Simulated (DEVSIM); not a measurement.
## abrupt Si n-p junction

System: abrupt Si n-p junction, at 300 K.

| layer (left to right) | material | thickness (μm) | Nd (cm⁻³) | Na (cm⁻³) | τn (s) | τp (s) |
|---|---|---|---|---|---|---|
| 1 | Si | 0.100 | 6.1e18 | - | 1e-5 | 1e-5 |
| 2 | Si | 11.0 | - | 5.3e15 | 1e-5 | 1e-5 |

Left contact: ohmic. Right contact: ohmic. Voltage is applied to the left contact. Recombination: SRH at mid-gap, Auger. Mobility is constant in doping.

Constants are typed, rounded textbook-type inputs, not results; the design itself was drawn at random and stands for no fabricated device. Values at 300 K.

```tsv
parameter	Si
gap (eV)	1.124
affinity (eV)	4.05
permittivity	11.7
Nc (cm⁻³)	2.86e19
Nv (cm⁻³)	3.1e19
μn (cm²/Vs)	1417
μp (cm²/Vs)	470
Cn (cm⁶/s)	2.8e-31
Cp (cm⁶/s)	9.9e-32
```

Model (solved in DEVSIM): 1D drift-diffusion, Boltzmann statistics, complete ionisation; no tunnelling, impact ionisation, image-force lowering or self-heating.

The potential step across the device at zero bias comes out as 0.860 V and the largest field in the device at zero bias is 140000 V/cm. The dark forward voltage at 1 A/cm² comes out as 0.591 V and the dark forward voltage at 100 A/cm² is 0.735 V.

Dark forward current:

(V (V), J (A/cm²)): (-0.05, -1.3e-9); (-0.10, -8.0e-9); (-0.15, -4.8e-8); (-0.20, -3.0e-7); (-0.25, -2.0e-6); (-0.30, -1.4e-5); (-0.35, -9.5e-5); (-0.40, -0.00065); (-0.45, -0.0045); (-0.50, -0.031); (-0.55, -0.21); (-0.60, -1.4); (-0.65, -8.8); (-0.70, -42); (-0.75, -150); (-0.80, -370); (-0.85, -780); (-0.90, -1400); (-0.95, -2200)

Dark reverse current:

```json
[
 {"V (V)": "0.40", "J (A/cm²)": "1.5e-9"},
 {"V (V)": "1.00", "J (A/cm²)": "2.7e-9"},
 {"V (V)": "2.00", "J (A/cm²)": "4.3e-9"},
 {"V (V)": "3.00", "J (A/cm²)": "5.6e-9"},
 {"V (V)": "4.00", "J (A/cm²)": "6.7e-9"},
 {"V (V)": "6.00", "J (A/cm²)": "8.6e-9"},
 {"V (V)": "8.00", "J (A/cm²)": "1.0e-8"},
 {"V (V)": "10.00", "J (A/cm²)": "1.2e-8"},
 {"V (V)": "13.00", "J (A/cm²)": "1.3e-8"},
 {"V (V)": "16.00", "J (A/cm²)": "1.5e-8"},
 {"V (V)": "20.00", "J (A/cm²)": "1.7e-8"}
]
```
